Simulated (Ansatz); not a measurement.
Start from Ba in the bcc (W type) structure (space group Im-3m, No. 229; a = 4.882 Å; relaxed with 0.1 eV smearing). Axes: x, y, z lie along the cube axes.

All numbers come from PBEsol, PAW, 420 eV (Ansatz, a first-principles code; scalar-relativistic without spin-orbit coupling).

Before the change:

| Item | Result |
|---|---|
| Shortest interatomic distance | 4.228 Å |

It is then changed as follows: uniaxial strain ε_zz = −1.00 %, all other strain components held at zero; the atoms relax in the strained cell.

### Question
What does the calculation give for the stress after the change?

### Answer
The stress (xx, yy, zz, yz, xz, xy; compression positive) comes out as (0.1, 0.1, 0.1, 0.0, 0.0, 0.0) GPa.

### Question
How does this affect the shortest interatomic distance?

### Answer
The shortest interatomic distance decreases by 0.014 Å, from 4.228 Å to 4.214 Å.

Stability against distortions was not tested.
